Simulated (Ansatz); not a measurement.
Ansatz (a quantum-chemistry and plane-wave program) run on Tc₃Pt (P3m1, 8 atoms in the cell): self-consistent single point.

Level of theory: PBEsol, default PAW files made with PBE (plane waves; Ansatz).

```
CELL_PARAMETERS angstrom
      5.49734     0.00000     0.00000
     -2.74867     4.76084     0.00000
      0.00000     0.00000     4.35916
ATOMIC_POSITIONS crystal
  Tc 0.15750 0.31500 0.25000
  Tc 0.84250 0.68500 0.75000
  Tc 0.84250 0.15750 0.75000
  Tc 0.15750 0.84250 0.25000
  Tc 0.68500 0.84250 0.25000
  Tc 0.31500 0.15750 0.75000
  Pt 0.33333 0.66667 0.76147
  Pt 0.66667 0.33333 0.25000
```

Reference input (self-consistent single point, DFT, PBEsol, plane waves, default PAW files made with PBE): basis.ecutwfc = 36.7 Ry; kpoints.mp_grid.grid = 4 4 5; hamiltonian.xc = pbesol; hamiltonian.pseudopotentials = {kind: paw} (the program's default PAW files); scf.occupations.method = gaussian; scf.occupations.width = 0.0073 Ry. This run's input differs from it in these lines:

Ansatz 0.2 input:
```diff
@@ -22,3 +22,3 @@
 scf:
-  occupations: { method: gaussian, width: 0.0073 Ry }
+  occupations: { method: gaussian, width: 0.0037 Ry }
 output:
```

Output, abridged:

```
SCF iter   1: F=—  HF=-56822.153413 eV  |F-HF|=—  |Δ(HF+E_count)|=         —  Δρ=3.24e-1  dr2=2.89e2  ethr=3.10e-3  ⟨swp⟩=5.4  Hψ=3358  notcnv=0  defer=4
all-band conjugate gradients solve this SCF's bands
preconditioner: auto → Kerker (q_TF=auto, 2.774 Å⁻¹)
SCF iter   2: F=—  HF=-56802.980717 eV  |F-HF|=—  |Δ(HF+E_count)|=    1.92e1  Δρ=1.57e-1  dr2=7.19e1  ethr=3.10e-3  ⟨swp⟩=3.0  Hψ=2169  notcnv=0  defer=83
   [... lines left out ...]
SCF iter   6: F=—  HF=-56796.028911 eV  |F-HF|=—  |Δ(HF+E_count)|=   4.85e-3  Δρ=1.00e-3  dr2=2.87e-3  ethr=2.60e-5  ⟨swp⟩=1.9  Hψ=1195  notcnv=0  defer=68
SCF iter   7: F=—  HF=-56796.028407 eV  |F-HF|=—  |Δ(HF+E_count)|=   5.04e-4  Δρ=1.68e-4  dr2=5.25e-5  ethr=2.28e-6  ⟨swp⟩=2.0  Hψ=1424  notcnv=0  defer=68
SCF iter   8: F=—  HF=-56796.028410 eV  |F-HF|=—  |Δ(HF+E_count)|=   2.89e-6  Δρ=1.61e-5  dr2=3.79e-7  ethr=4.17e-8  ⟨swp⟩=2.0  Hψ=1452  notcnv=0  defer=68
SCF iter   9: F=-56796.028410 eV  HF=-56796.028410 eV  |F-HF|=2.24e-8  |Δ(HF+E_count)|=   3.70e-8  Δρ=4.59e-6  dr2=3.04e-8  ethr=7.94e-11  ⟨swp⟩=10.4  Hψ=4614  notcnv=0
SCF 1 converged in 9 iterations: F = -56796.028410 eV  dr2 = 3.04e-8
Free energy (F): -56796.028410 eV
Internal energy: -56796.021592 eV  (E = F + TS)
E sigma→0 (E₀):  -56796.025001 eV
Entropy (-TS):   -0.006818 eV (-0.852 meV/atom)
Fermi energy:    23.279803 eV
--- Forces (eV/Å), atoms counted from 1 ---
  atom   1  Tc     0.00000000    -0.04428340     0.15977529
  atom   2  Tc     0.00000000     0.02337089     0.01434546
  atom   3  Tc     0.02023978    -0.01168545     0.01434546
  atom   4  Tc    -0.03835055     0.02214170     0.15977529
  atom   5  Tc     0.03835055     0.02214170     0.15977529
  atom   6  Tc    -0.02023978    -0.01168545     0.01434546
  atom   7  Pt    -0.00000000    -0.00000000    -0.59351248
  atom   8  Pt     0.00000000     0.00000000     0.07116693
--- Stress (GPa, compression-positive) ---
       -2.000328      -0.000000      -0.000000
        0.000000      -2.000328      -0.000000
       -0.000000      -0.000000      -2.554184
  P = ⅓ Tr σ = -2.1849 GPa (-21.849 kbar)
  The stress holds the Pulay correction. Without it, at fixed plane waves, as pw.x and ABINIT print it: P = -2.2104 GPa
```

The run converged in 9 iterations. Against the reference run the free energy goes up by 1.0 meV/atom, the pressure stays at -2.18 GPa and the largest force moves little (0.592 to 0.594 eV/Å).

The starting cell comes from a database of computed structures (which also holds hypothetical and non-ambient phases and stackings), without a prior relaxation at this level. Its lattice was rescaled by up to half a per cent. One atom was moved a little off its site on purpose. Spin polarisation is off. Ansatz's pressure includes its estimate of the finite-basis (Pulay) stress. The cutoff lies below the one recommended for these files.
